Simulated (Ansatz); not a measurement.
Consider a periodic stack without vacuum, fcc Al (1 1 0) on cubic CsPbBr3 (1 1 0) (film strained to the substrate, started from cuts of the bulks and a machine-learned relaxation; slabs Cs3Pb3Br11 and Al32, which can lie off the formulas): substrate slab Cs3Pb3Br11, film Al32, surface cells [[0, 1], [-1, 0]] and [[2, 0], [0, 2]], film strained by +5.0 and +5.0 %, outermost planes Br/Br and Al/Al as cut, which need not be the usual terminations and can put a slab off its formula. Its start:

```xyz
49
Lattice="8.4853 0.0000 0.0320 0.0000 6.0000 -0.0041 1.5174 -3.0183 26.6318" Properties=species:S:1:pos:R:3 pbc="T T T"
Cs     5.7872     0.0819     3.6962
Pb     1.4110     2.9669     2.9024
Br     7.5422     2.1897     1.0637
Br     3.7008     1.9129     1.0767
Br     1.2544    -0.0721     3.3076
Cs     1.2854    -0.0754     7.5798
Pb     5.5901     2.9877     7.3605
Br     3.6449     3.0878     5.0077
Br     7.7683     3.0181     5.1677
Br     5.7286    -0.0079     7.5280
Cs     5.5937    -0.3260    11.3378
Pb     1.2797     2.8992    11.8095
Br     7.8615     3.0236     9.4547
Br     3.5824     2.9031     9.7020
Br     1.2158    -0.0689    11.5014
Br     3.4839     3.5649    13.7931
Br     7.3003     3.2623    13.6943
Al     4.5491    -1.2429    17.1847
Al     4.5806     1.7605    17.1629
Al     8.8464    -1.2651    17.1050
Al     8.7916     1.7461    17.1398
Al     6.6747     0.2257    16.1155
Al     6.7126     3.2463    16.0512
Al     2.4589     0.3240    16.0566
Al     2.4876     3.2050    15.9914
Al     4.3702     1.7487    19.9191
Al     4.3793    -1.2412    19.9348
Al     8.6378     1.7447    19.8898
Al     8.6312    -1.2577    19.8666
Al     6.5146     3.2520    18.7985
Al     6.5100     0.2541    18.8132
Al     2.2988     3.2456    18.7461
Al     2.2908     0.2348    18.7623
Al     4.3664    -1.2291    22.6826
Al     4.3451     1.7657    22.6742
Al     8.5908    -1.2333    22.6150
Al     8.5999     1.7414    22.6356
Al     6.4569     0.2673    21.5440
Al     6.4639     3.2461    21.5283
Al     2.2489     0.2622    21.5225
Al     2.2349     3.2608    21.5054
Al     4.3884     1.8629    25.3707
Al     4.4119    -1.0988    25.4263
Al     8.6464     1.9591    25.3224
Al     8.6474    -1.1872    25.3526
Al     6.4755     3.3790    24.2609
Al     6.5508     0.3832    24.2997
Al     2.3282     3.3892    24.2681
Al     2.2731     0.3617    24.2999
```

The start was prepared with a machine-learned potential, and the result is one local minimum, with the in-plane cell held and forces under 0.04 eV/Å; the film can end far from its bulk form.

The numbers are results of PBE (plane waves to 420 eV, PAW; Ansatz, a program for electronic structure), not measurements. No spin–orbit coupling; the runs are not spin-polarised. Its k-point mesh 3×5×1, Fermi–Dirac width 0.05 eV.

### Question
Predict the relaxed interface.

### Answer
| Property | Result |
|---|---|
| interface area | 50.9 Å² |
| period | 27.00 Å |
| heights between the nearest atoms of the two slabs at the two interfaces | 2.42 and 2.42 Å |
| Al–Br contacts across the interfaces within 1.22 times the sum of covalent radii | 4, mean 2.52 Å |
